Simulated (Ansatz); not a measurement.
Functionals compared on the (311) surface of fcc Sr in its 1x1 cell, outermost plane spacing 1.82 Å in the ideal cut, in Ansatz (plane waves, PAW). The structure was relaxed with PBE; the other rows are single points on it, each with its references at the same level. Cutoff 420 eV (500 eV for r2SCAN).

Set-up: 7 atoms, 10.9 Å thick at the start; mesh 9x6x1; 0.1 eV smearing; dipole correction on; all atoms relaxed; held to the part of the start's symmetry that mesh and held atoms allow; no spin, no spin-orbit, no U. These notes are the PBE run's.

```csv
functional,surface energy (J/m²),work function of the top face (eV),rough cost of the single point
PBE,0.40,2.53,–
LDA,0.45,2.66,around 60 core-seconds (rough)
PBEsol,…,…,around 50 core-seconds (rough)
RPBE,0.36,2.45,roughly 40 core-seconds
r2SCAN,0.44,2.54,roughly 110 core-seconds
```

What belongs in the gaps?


- PBEsol, surface energy (J/m²): 0.44
- PBEsol, work function of the top face (eV): 2.57

Ansatz is a program for electronic structure.
